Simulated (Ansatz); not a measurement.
Effect of isotropic strain +3.24 % on Ta

Take Ta in the bcc (W type) structure (space group Im-3m, No. 229; a = 3.282 Å; relaxed with 0.1 eV smearing) as the base.

The change: an isotropic linear strain of +3.24 %, atoms relaxed at fixed cell.

Level of theory: DFT with PBEsol, PAW potentials and a 420 eV plane-wave cutoff in Ansatz (a first-principles code), spin-orbit coupling left out, earlier PAW set. Γ-centred 28×28×28 mesh, Fermi–Dirac width 0.1 eV.

```tsv
quantity	base	changed	shift
volume per atom	17.68 Å³	19.46 Å³	+1.775 Å³
space group	Im-3m (No. 229)	Im-3m (No. 229)	–
shortest interatomic distance	2.843 Å	2.935 Å	+0.092 Å
energy relative to the base (free energy F)	0 meV/atom	+99 meV/atom	+99 meV/atom
pressure	0.0 GPa	-16.5 GPa	-16.5 GPa
band gap	zero	zero	–
```

Cost of the whole job for the changed cell (relaxation, final SCF and bands): very roughly 9 core-seconds.

Whether these cells are dynamically stable was not tested. The final runs are not spin-polarised.
